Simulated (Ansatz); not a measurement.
## What biaxial strain +2.59 %, plane normal [001], relaxed out of plane does to InSb

Base system: InSb in the rock salt structure (space group Fm-3m, No. 225; a = 6.0346 Å; a model cell, its experimental status unchecked). Axes: x, y, z lie along the cube axes.

Modification: biaxial strain +2.59 %, plane normal [001], relaxed out of plane (Cartesian); in-plane vectors clamped, the third vector and the atoms free.

Method: PBEsol in Ansatz (plane waves to 420 eV, PAW, scalar-relativistic without spin-orbit coupling). Γ-centred 13×13×13 mesh, Fermi–Dirac width 0.05 eV.

```json
[
 {"quantity": "volume per atom", "base": "27.47 Å³", "changed": "28.64 Å³", "shift": "+1.17 Å³"},
 {"quantity": "shortest interatomic distance", "base": "3.017 Å", "changed": "2.989 Å", "shift": "-0.028 Å"},
 {"quantity": "energy relative to the base (free energy F)", "base": "0 meV/atom", "changed": "+14 meV/atom", "shift": "+14 meV/atom"},
 {"quantity": "pressure (mean of the normal stresses, compression positive)", "base": "0.0 GPa", "changed": "-2.0 GPa", "shift": "-2.0 GPa"},
 {"quantity": "band gap", "base": "zero", "changed": "zero", "shift": "–"},
 {"quantity": "out-of-plane strain (rough)", "base": "–", "changed": "-0.94 %", "shift": "–"},
 {"quantity": "mean in-plane stress (compression positive) (rough)", "base": "–", "changed": "-2.9 GPa", "shift": "–"}
]
```

Final structure (turned so that z lies along the plane normal):

```yaml
crystal:
  lattice:
    - [4.37762, 0.00000, 0.00000]
    - [0.00000, 4.37762, 0.00000]
    - [2.18881, -2.18881, 2.98905]
  atoms:
    - { symbol: Sb, position: [0.00000, 0.00000, 0.00000] }
    - { symbol: In, position: [0.50000, 0.50000, 0.00000] }
```

Without a gap, meshes like the base's 13×13×13 leave anisotropic stresses uncertain by several tenths of a GPa, and small strain energies with them. Stability against distortions was not tested. The final runs are not spin-polarised. This is not the structure that InSb has at room temperature and ambient pressure.

Ansatz is a first-principles code.
